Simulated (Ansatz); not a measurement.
What pressure 0.7 GPa does to PbS

The reference is PbS in the rock salt structure (space group Fm-3m, No. 225; a = 5.903 Å).

Perturbation: a hydrostatic pressure of 0.7 GPa.

Calculations: PBEsol (Ansatz, a program for electronic structure), spin-orbit coupling left out. Settings: 10×10×10 k-points, 0.05 eV Fermi–Dirac smearing.

| quantity | base | changed | shift |
|---|---|---|---|
| volume per atom | 25.71 Å³ | 25.42 Å³ | -0.29 Å³ |
| density | 7.73 g/cm³ | 7.82 g/cm³ | +0.09 g/cm³ |
| lattice parameter a | 5.903 Å | 5.880 Å | -0.0224 Å |
| enthalpy H = E + PV relative to the base's energy | – | +0.11 eV/atom | – |
| band gap (uncertain: the edges found look like a band crossing or inverted bands; the base alone) | 0.19 eV | 0.15 eV | -0.045 eV |

Final structure:

```xyz
2
Lattice="0.0000 2.9401 2.9401 2.9401 0.0000 2.9401 2.9401 2.9401 0.0000" Properties=species:S:1:pos:R:3 pbc="T T T"
Pb     2.9401     2.9401     2.9401
S      0.0000     0.0000     0.0000
```

With Pb present, leaving out spin-orbit coupling can change the band edges. Load acts through the strain it causes; cell and atoms are relaxed under it. Whether these cells are dynamically stable was not tested. The base started in P3_121 and relaxed to Fm-3m at this level. A zero or small gap of PbS can be the functional's error rather than a property of the material.
